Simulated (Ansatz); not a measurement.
System: C11b WSi2. Method: BLYP (Ansatz, a first-principles code, PAW).

Settings: plane-wave cutoff 520 eV, 24×24×24 k mesh, Fermi–Dirac smearing 0.05 eV, no spin polarisation, scalar-relativistic PAW data made under PBE.

Properties against volume:

Shape and atoms are relaxed at each volume.

```csv
V (Å³/atom),P (GPa),c (Å),a (Å)
13.723,8.18,7.854,3.238
14.009,3.86,7.900,3.262
14.295,0.00,7.947,3.285
14.581,-3.44,7.993,3.308
14.867,-6.52,8.040,3.331
```

Note: the bulk modulus comes from volumes at which shape and atoms were relaxed.
